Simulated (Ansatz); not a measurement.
Take WSe₂ in the 2H-MoS2 type structure (space group P6_3/mmc, No. 194; layered, stacked along the Cartesian z axis) as the base.

```xyz
6
Lattice="3.2791 0.0000 0.0000 -1.6395 2.8397 0.0000 0.0000 0.0000 12.7861" Properties=species:S:1:pos:R:3 pbc="T T T"
W      0.0000     1.8932     3.1965
W      1.6395     0.9466     9.5895
Se     0.0000     1.8932     7.9053
Se     1.6395     0.9466     1.5123
Se     1.6395     0.9466     4.8808
Se     0.0000     1.8932    11.2738
```

Cartesian axes are those of the cell as printed.

Level of theory: PBE-D3(BJ)/PAW in Ansatz (a first-principles code), no spin-orbit coupling.

For the base:

The band gap is 0.87 eV and the smallest direct gap is 1.57 eV. The pressure is 0.00 GPa. The gap character is indirect, Γ → K–Γ (47 % along).

It is then changed as follows: compressive biaxial strain of 4.89 % in the plane normal to [001], as in epitaxy on a mismatched substrate; the out-of-plane cell vector and the atoms relax.

Estimate the effect on the band gap, out-of-plane strain, smallest direct gap, pressure and gap character.

The band gap drops by 0.156 eV, from 0.87 eV to 0.72 eV; the out-of-plane strain amounts to +1.99 %; the smallest direct gap decreases by 0.21 eV, from 1.57 eV to 1.36 eV; the pressure (mean of the normal stresses, compression positive) goes from zero to 9.33 GPa; the gap character changes from indirect, Γ → K–Γ (47 % along) to indirect, K → K–Γ (44 % along).

With W present, leaving out spin-orbit coupling can change the band edges. Whether these cells are dynamically stable was not tested.
